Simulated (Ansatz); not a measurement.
# Pressure series in W

Base system: W in the bcc (W type) structure (space group Im-3m, No. 229; a = 3.1698 Å).

Cell and atoms are relaxed at each pressure.

All numbers come from Kohn–Sham DFT with the r2SCAN functional, run in Ansatz (a program for electronic structure) with PAW and 500 eV plane waves, no spin-orbit coupling, earlier PAW set.

```csv
pressure (GPa),volume per atom (Å³/atom)
-2,16.027
-1,?
0,15.925
1.8,15.836
4.2,15.721
18,15.132
30,14.702
45,14.235
60,13.828
```

Question: Fit the third-order Birch–Murnaghan form P(V) = (3B₀/2)[(V₀/V)^(7/3) − (V₀/V)^(5/3)]·[1 + (3/4)(B₀′ − 4)((V₀/V)^(2/3) − 1)] (squares taken in P) to the rows shown and predict the withheld row.

Answer: Least squares on the printed values gives V₀ = 15.925 Å³/atom, B₀ = 319 GPa, B₀′ = 4.1; this predicts 15.975 Å³/atom, and the run gives 15.976 Å³/atom, in agreement.

Load acts through the strain it causes; cell and atoms are relaxed under it. Stability against distortions was not tested. Competing high-pressure phases were not computed. All final runs are without spin polarisation.
